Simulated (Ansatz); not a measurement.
The parent structure is ZnS in the wurtzite structure (space group P6_3mc, No. 186).

```
CELL_PARAMETERS angstrom
      3.73826     0.00000     0.00000
     -1.86913     3.23743     0.00000
      0.00000     0.00000     6.14288
ATOMIC_POSITIONS crystal
  Zn 0.33333 0.66667 0.00059
  Zn 0.66667 0.33333 0.50059
  S  0.33333 0.66667 0.37441
  S  0.66667 0.33333 0.87441
```

Cartesian axes are those of the cell as printed.

Method: Ansatz (an electronic-structure program) LDA, scalar-relativistic without spin-orbit coupling.

Strains are applied to the cell and any free atomic positions relax.

One change was made to it. Results:

```tsv
quantity	base	after
valence-band top at Γ (three highest levels, from the VBM)	0.00, 0.00, -0.10 eV	0.00, 0.00, -0.11 eV
energy relative to the base (free energy F)	0 meV/atom	+0.1 meV/atom
pressure (mean of the normal stresses, compression positive)	0.0 kbar	0.0 kbar
gap character	direct at Γ	direct at Γ
```

Q: Which of these changes matches the shifts?
A. tensor shear ε_xz = +0.33 %
B. tensor shear ε_xz = +2.00 %
C. tensor shear ε_xz = +1.67 %

A: A, tensor shear ε_xz = +0.33 %. For comparison, the valence-band top at Γ in the other runs: tensor shear ε_xz = +2.00 % gives 0.00, -0.05, -0.20 eV; tensor shear ε_xz = +1.67 % gives 0.00, -0.04, -0.18 eV.

Stability against distortions was not tested. k-point labels follow each cell's own Brillouin zone.
